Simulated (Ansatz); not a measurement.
System: interstitial Ag in rutile TiO2 (charge state +1). The step: a concerted move, in which Ag travels most; the atom moves 1.81 Å along (-0.07, -0.35, 0.23) of the unit cell; at the start the Ag atom holds a host Ti site and a host atom stands off its site; the moving atom starts with neighbours 2 O at 2.10, O at 2.11, O at 2.46, O at 2.64, O at 2.65; Ti at 2.72 Å and ends with 2 O at 2.13, 2 O at 2.15, 2 O at 2.72; 2 Ti at 2.74, Ti at 2.75, Ti at 2.76 Å. DFT values are from Ansatz (plane-wave PAW, 420 eV unless said) in a cell of 72 host sites, spin-restricted, static, with no finite-size correction. The charge state is imposed; whether it is stable for some Fermi level was not computed. Sites that were not tried may lie lower. For the PBE band: the check of the saddle point's order was inconclusive.

```json
[
 {"Level": "CHGNet universal potential (has no charge state), its own band", "Forward barrier (eV)": "0.57", "Cost of the band or of the saddle's single point": "-"},
 {"Level": "PBE, one k-point at (0.250, 0.250, 0.250), band relaxed", "Forward barrier (eV)": "0.82", "Cost of the band or of the saddle's single point": "about 2.3 core-hours (a rough figure)"},
 {"Level": "PBE, a 2×2×2 k-point mesh shifted by half a step, same geometries", "Forward barrier (eV)": "0.79", "Cost of the band or of the saddle's single point": "very roughly 4 core-minutes"},
 {"Level": "r2SCAN at 500 eV, one k-point at (0.250, 0.250, 0.250), same geometries", "Forward barrier (eV)": "___", "Cost of the band or of the saddle's single point": "around 2.5 core-minutes (rough)"}
]
```

**Question.** What belongs in the gaps?

**Answer.** 
- r2SCAN at 500 eV, one k-point at (0.250, 0.250, 0.250), same geometries, Forward barrier (eV): 0.94

Ansatz is a program for electronic structure.
